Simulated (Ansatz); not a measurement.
The parent structure is Sn (space group I4_1/amd, No. 141; a = 5.947 Å, c = 3.212 Å). Axes: x, y, z lie along a, b, c of the conventional cell.

The values are results of PBE (Ansatz, a first-principles code), no spin-orbit coupling, not measurements.

Base values:

```
Quantity           Result
---------------  --------
Volume per atom  28.40 Å³
```

One thing is altered: biaxial strain +2.00 %, plane normal [001], relaxed out of plane (Cartesian); in-plane vectors clamped, the third vector and the atoms free.

Problem. What does the calculation give for the energy relative to the base and volume per atom after the change?

Solution. The energy goes up by 6.9 meV/atom; the volume per atom grows by 0.85 Å³ to 29.25 Å³.

A biaxial case was relaxed in a doubled cell and then solved in the primitive one. Without a gap, meshes like the base's 16×16×16 leave anisotropic stresses uncertain by several tenths of a GPa, and small strain energies with them. Stability against distortions was not tested.
